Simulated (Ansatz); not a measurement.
Start from ScAl$_{3}$ in the Cu3Au type structure (space group Pm-3m, No. 221; a = 4.0327 Å; relaxed with 0.1 eV smearing). Axes: x, y, z lie along the cube axes.

The values are results of Ansatz (a quantum-chemistry and plane-wave program), LDA, PAW, cutoff 420 eV, no spin-orbit coupling, not measurements.

The change: the cell is scaled by 0.9760 in all directions; the atoms relax in the strained cell.

### Question
Predict the stress tensor and what it implies for the stiffness.

### Answer
Stress of the strained cell less that of the base (GPa, compression positive):
```
    8.1     0.0     0.0
    0.0     8.1     0.0
    0.0     0.0     8.1
```

Then B = −ΔP/(ΔV/V₀) with ΔV/V₀ = -0.0703 gives secant stiffness values (nonlinear terms included at this strain): B ≈ 116 GPa.

As a check, the harmonic strain energy −½ V₀ Δσ:ε is 30 meV/atom; the computed energy rise is 27 meV/atom.

Whether these cells are dynamically stable was not tested. All final runs are without spin polarisation.
